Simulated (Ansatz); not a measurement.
Base system: KF in the rock salt structure (space group Fm-3m, No. 225; a = 5.307 Å). Axes: x, y, z lie along the cube axes.

All numbers come from plane-wave PAW DFT at the PBEsol level (Ansatz, a program for electronic structure, 420 eV), spin-orbit coupling left out.

Strains are applied to the cell and any free atomic positions relax; under biaxial strain the out-of-plane vector relaxes too.

One change was made to it. Results:

| quantity | base | after |
|---|---|---|
| energy relative to the base (free energy F) | 0 meV/atom | +1.0 meV/atom |
| gap character | direct at Γ | direct at Γ |
| band gap | 6.15 eV | 6.07 eV |
| valence-band top at Γ (three highest levels, from the VBM) | 0.00, 0.00, 0.00 eV | 0.00, -0.02, -0.02 eV |

Task: Name the change that was made.
A. biaxial strain +0.42 %, plane normal [111], relaxed out of plane
B. biaxial strain +1.25 %, plane normal [111], relaxed out of plane
C. biaxial strain −2.08 %, plane normal [111], relaxed out of plane

Result: B, biaxial strain +1.25 %, plane normal [111], relaxed out of plane. For comparison, the band gap in the other runs: biaxial strain −2.08 %, plane normal [111], relaxed out of plane gives 6.25 eV; biaxial strain +0.42 %, plane normal [111], relaxed out of plane gives 6.12 eV.

Stability against distortions was not tested. Labels are those of the standard path for the cell's own space group.
